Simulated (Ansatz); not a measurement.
## GePt (model structure, started from the CoSn type, P6/mmm, No. 191, 6 atoms in the cell)

These are LDA (PAW; Ansatz, a quantum-chemistry and plane-wave program) values and carry that method's errors.

Settings: plane-wave cutoff 520 eV, 12×12×14 k mesh (along the axes of the cell as run), Fermi–Dirac smearing 0.05 eV, scalar-relativistic PAW data made under PBE.

Cell (relaxed at this level):

```
PtGe
1.0
    5.57158     0.00000     0.00000
   -2.78579     4.82513     0.00000
    0.00000     0.00000     3.93206
Pt Ge
3 3
Cartesian
  2.78579   0.00000   0.00000
  1.39290   2.41257   0.00000
 -1.39290   2.41257   0.00000
  0.00000   0.00000   0.00000
  0.00000   3.21676   1.96603
  2.78579   1.60838   1.96603
```

For GePt (model structure, started from the CoSn type, P6/mmm, No. 191, 6 atoms in the cell), the band gap is none and the bulk modulus B0 comes out as 158 GPa.

Note: the bulk modulus is −V dP/dV from two relaxed cells at ±2 % in volume; the relaxation could raise the start's symmetry but not lower it, so the cell can be a saddle point.

Spin–orbit coupling is not included; it can open a gap where bands touch, and shift volumes and moduli.

Static lattice: no zero-point or thermal effects.

The result took about 5 core-minutes (a rough figure).

A model structure was made by putting elements into a prototype or built by hand; it is no filed structure, need not be a known phase, and can be a saddle point held by its symmetry.
